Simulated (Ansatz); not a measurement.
# A computed series for Al2O3: response to strain

Consider Al$_{2}$O$_{3}$ in the corundum structure (space group R-3c, No. 167; a = 4.809 Å, c = 13.124 Å (hexagonal axes)). Axes: x lies along a and z along c of the hexagonal cell.

Strains are applied to the cell and any free atomic positions relax.

Method: Kohn–Sham DFT with the PBE functional, run in Ansatz (a first-principles code) with PAW and 420 eV plane waves, spin-orbit coupling left out.

Notes on the quantities. energy relative to the base: free energy F; pressure: mean of the normal stresses, compression positive.

```csv
case,energy relative to the base,pressure,electron mass
base,0 meV/atom,0.0 kbar,"0.38 mₑ along c, 0.36 mₑ across (at Γ)"
uniaxial strain ε_zz = +0.75 %,…,-16.3 kbar,0.37 mₑ (at Γ)
uniaxial strain ε_zz = +1.50 %,…,-32.0 kbar,0.36 mₑ (at Γ)
uniaxial strain ε_zz = +2.25 %,…,-47.1 kbar,0.36 mₑ (at Γ)
uniaxial strain ε_zz = +3.00 %,+11 meV/atom,-61.7 kbar,0.36 mₑ (at Γ)
```

Task: Complete the table.

Result: 
- uniaxial strain ε_zz = +0.75 %, energy relative to the base: +0.7 meV/atom
- uniaxial strain ε_zz = +1.50 %, energy relative to the base: +2.8 meV/atom
- uniaxial strain ε_zz = +2.25 %, energy relative to the base: +6.1 meV/atom

The levels and masses belong to the bands next to the band gap. Effective masses come from finite differences of ±0.01 Å⁻¹. Whether these cells are dynamically stable was not tested.
